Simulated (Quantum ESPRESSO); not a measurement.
Input and output of a self-consistent single point for Tc₃Ni (P6_3/mmc, 8 atoms in the cell) (Quantum ESPRESSO).

Computed with LDA (PZ), GBRV 1.5 ultrasoft (LDA) pseudopotentials (plane waves; Quantum ESPRESSO 7.5).

The change in words: lattice scaled by 0.98. Reference geometry:
```yaml
crystal:
  lattice:
    - [5.41678, 0.00000, 0.00000]
    - [-2.70839, 4.69107, 0.00000]
    - [0.00000, 0.00000, 4.37200]
  atoms:
    - { symbol: Ni, position: [0.66667, 0.33333, 0.25000] }
    - { symbol: Ni, position: [0.33333, 0.66667, 0.75000] }
    - { symbol: Tc, position: [0.83408, 0.66816, 0.75000] }
    - { symbol: Tc, position: [0.16592, 0.33184, 0.25000] }
    - { symbol: Tc, position: [0.16592, 0.83408, 0.25000] }
    - { symbol: Tc, position: [0.83408, 0.16592, 0.75000] }
    - { symbol: Tc, position: [0.33184, 0.16592, 0.75000] }
    - { symbol: Tc, position: [0.66816, 0.83408, 0.25000] }
```

Reference input (self-consistent single point, DFT, LDA (PZ), plane waves, GBRV 1.5 ultrasoft (LDA) pseudopotentials): ecutwfc = 50 Ry; ecutrho = 400 Ry; occupations = smearing; smearing = gauss; degauss = 0.0147 Ry; potentials = {Ni: ni_lda_v1.4.uspp.F.UPF, Tc: tc_lda_v1.uspp.F.UPF}; K_POINTS = automatic 5 5 5 0 0 0; conv_thr = 1e-10 Ry; mixing_beta = 0.4. This run's input differs from it in these lines:

```diff
@@ -10,4 +10,4 @@
    ibrav = 4
-   celldm(1) = 10.2362224392
-   celldm(3) = 0.807122592873
+   celldm(1) = 10.0314978642
+   celldm(3) = 0.807122610564
    nat = 8
@@ -28,10 +28,10 @@
 ATOMIC_POSITIONS {alat}
-Ni    0.5000000000    0.2886751346    0.2017806482
-Ni    0.0000000000    0.5773502692    0.6053419447
-Tc    0.5000000000    0.5786435338    0.6053419447
-Tc    0.0000000000    0.2873818700    0.2017806482
-Tc   -0.2511200000    0.7223344688    0.2017806482
-Tc    0.7511200000    0.1436909350    0.6053419447
-Tc    0.2488800000    0.1436909350    0.6053419447
-Tc    0.2511200000    0.7223344688    0.2017806482
+Ni    0.5000000000    0.2886751346    0.2017806526
+Ni    0.0000000000    0.5773502692    0.6053419579
+Tc    0.5000000000    0.5786435338    0.6053419579
+Tc    0.0000000000    0.2873818700    0.2017806526
+Tc   -0.2511200000    0.7223344688    0.2017806526
+Tc    0.7511200000    0.1436909350    0.6053419579
+Tc    0.2488800000    0.1436909350    0.6053419579
+Tc    0.2511200000    0.7223344688    0.2017806526
 K_POINTS {automatic}
```

Output (repeated stretches shortened):

```
     Self-consistent Calculation

     iteration #  1     ecut=    50.00 Ry     beta= 0.40

     negative rho (up, down):  7.344E-01 0.000E+00

     total energy              =   -1687.64298621 Ry
     estimated scf accuracy    <     102.25978851 Ry

     iteration #  2     ecut=    50.00 Ry     beta= 0.40

     negative rho (up, down):  7.438E-01 0.000E+00

     total energy              =   -1728.57453209 Ry
     estimated scf accuracy    <     121.99292805 Ry

     iteration #  3     ecut=    50.00 Ry     beta= 0.40

     negative rho (up, down):  7.527E-01 0.000E+00

     total energy              =   -1731.09361043 Ry
     estimated scf accuracy    <      21.26805389 Ry

   [... 23 blocks of this kind left out ...]

     iteration # 27     ecut=    50.00 Ry     beta= 0.40

     negative rho (up, down):  7.435E-01 0.000E+00

     total energy              =   -1732.88360479 Ry
     estimated scf accuracy    <          1.5E-10 Ry

     iteration # 28     ecut=    50.00 Ry     beta= 0.40

     negative rho (up, down):  7.435E-01 0.000E+00
     End of self-consistent calculation

   [... 7 lines left out ...]

   [... 7 lines left out ...]

     the Fermi energy is    22.3840 ev

!    total energy              =   -1732.88360479 Ry
     estimated scf accuracy    <          5.3E-13 Ry
     smearing contrib. (-TS)   =      -0.00699917 Ry
     internal energy E=F+TS    =   -1732.87660562 Ry

     convergence has been achieved in  28 iterations

     negative rho (up, down):  7.435E-01 0.000E+00

     Forces acting on atoms (cartesian axes, Ry/au):

     atom    1 type  1   force =     0.00000000   -0.00000000    0.00000000
     atom    2 type  1   force =     0.00000000    0.00000000   -0.00000000
     atom    3 type  2   force =     0.00000000    0.00103016    0.00000000
     atom    4 type  2   force =     0.00000000   -0.00103016    0.00000000
   [... lines left out ...]
     Total force =     0.002523     Total SCF correction =     0.000003
   [... lines left out ...]

     negative rho (up, down):  7.435E-01 0.000E+00
          total   stress  (Ry/bohr**3)                   (kbar)     P=      -78.13
  -0.00052167   0.00000000   0.00000000          -76.74        0.00        0.00
   0.00000000  -0.00052167   0.00000000            0.00      -76.74        0.00
   0.00000000   0.00000000  -0.00055007            0.00        0.00      -80.92

   JOB DONE.
```

The run converged in 28 iterations. Against the reference run the free energy goes down by 79.9 meV/atom, the pressure goes from -23.51 to -7.81 GPa and the largest force goes from 0.189 to 0.026 eV/Å.

The starting cell comes from a database of computed structures (which also holds hypothetical and non-ambient phases and stackings), without a prior relaxation at this level. Its lattice was rescaled by a random factor within 2.5 % of one. For this run, on top of that: lattice scaled by 0.98. Spin polarisation is off. With a pressure of about -8 GPa the cell is away from its equilibrium volume at this level.

Cost on one core of a shared machine: roughly 3 min.
